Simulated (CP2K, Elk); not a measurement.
A CP2K input for a self-consistent single point of MgO (Fm-3m, 2 atoms in the cell) (DFT PBE, GPW, DZVP-MOLOPT-SR-GTH basis, GTH-PBE potentials (GTH_POTENTIALS)):

```
&GLOBAL
  PROJECT calc
  RUN_TYPE ENERGY_FORCE
  PRINT_LEVEL MEDIUM
&END GLOBAL
&FORCE_EVAL
  METHOD Quickstep
  STRESS_TENSOR ANALYTICAL
  &DFT
    BASIS_SET_FILE_NAME BASIS_MOLOPT
    POTENTIAL_FILE_NAME GTH_POTENTIALS
    &QS
      METHOD GPW
      EPS_DEFAULT 1E-10
    &END QS
    &MGRID
      CUTOFF 1000
      REL_CUTOFF 60
      NGRIDS 5
    &END MGRID
    &SCF
      SCF_GUESS ATOMIC
      EPS_SCF 1E-6
      MAX_SCF 100
      ADDED_MOS 4
      &DIAGONALIZATION
        ALGORITHM STANDARD
      &END DIAGONALIZATION
      &MIXING
        METHOD BROYDEN_MIXING
        ALPHA 0.3
        NBUFFER 12
      &END MIXING
      &SMEAR ON
        METHOD FERMI_DIRAC
        ELECTRONIC_TEMPERATURE [K] 116.05
      &END SMEAR
    &END SCF
    &KPOINTS
      SCHEME MONKHORST-PACK 7 7 7
    &END KPOINTS
    &XC
      &XC_FUNCTIONAL PBE
      &END XC_FUNCTIONAL
    &END XC
    &PRINT
      &MO
        EIGENVALUES T
        OCCUPATION_NUMBERS T
        NDIGITS 8
        FILENAME mo
        &EACH
          QS_SCF 0
        &END EACH
        ADD_LAST NUMERIC
      &END MO
      &MULLIKEN ON
      &END MULLIKEN
    &END PRINT
  &END DFT
  &SUBSYS
    &CELL
      A 2.91738100 0.00000000 0.00000000
      B 1.45869100 2.52652600 0.00000000
      C 1.45869100 0.84217500 2.38203200
      PERIODIC XYZ
    &END CELL
    &COORD
      SCALED
      Mg       0.00000000     0.00000000     0.00000000
      O        0.50000000     0.50000000     0.50000000
    &END COORD
    &KIND Mg
      BASIS_SET DZVP-MOLOPT-SR-GTH-q10
      POTENTIAL GTH-PBE-q10
    &END KIND
    &KIND O
      BASIS_SET DZVP-MOLOPT-SR-GTH-q6
      POTENTIAL GTH-PBE-q6
    &END KIND
  &END SUBSYS
  &PRINT
    &FORCES ON
    &END FORCES
    &STRESS_TENSOR ON
    &END STRESS_TENSOR
  &END PRINT
&END FORCE_EVAL
```

Q: Write the same calculation as an input for Elk.

A: One input that does it (others would too):

```
tasks
  0

xctype
  20

rgkmax
  7.5

gmaxvr
  14.0

nxlo
  2

lorbcnd
  .true.

rmtscf
  0.93

lmaxi
  3

swidth
  0.000367493

maxscl
  100

scale
  1.889726125

avec
    0.0000000000    2.0629000000    2.0629000000
    2.0629000000    0.0000000000    2.0629000000
    2.0629000000    2.0629000000    0.0000000000

atoms
  2
  'Mg.in'
  1
  0.0000000000  0.0000000000  0.0000000000    0.0 0.0 0.0
  'O.in'
  1
  0.5000000000  0.5000000000  0.5000000000    0.0 0.0 0.0

ngridk
  7 7 7
```

Basis settings and potentials, where a program has them, do not carry over. This input uses DFT, PBE, all-electron FP-LAPW, Elk's shipped species files, APW+lo basis with extra local orbitals. Both were run: gap on the mesh 5.243 eV in CP2K and 5.296 in Elk.

On Elk: the starting cell has typed, rounded lattice constants, without a prior relaxation at this level. For this run, on top of that: lattice scaled by 0.98. Values depend on the basis (sphere radii, cutoffs, local orbitals), which need not be converged.

On CP2K: the starting cell has typed, rounded lattice constants, without a prior relaxation at this level. For this run, on top of that: lattice scaled by 0.98. Values carry the incompleteness of an atom-centred basis. With a pressure of about 21 GPa the cell is away from its equilibrium volume at this level.
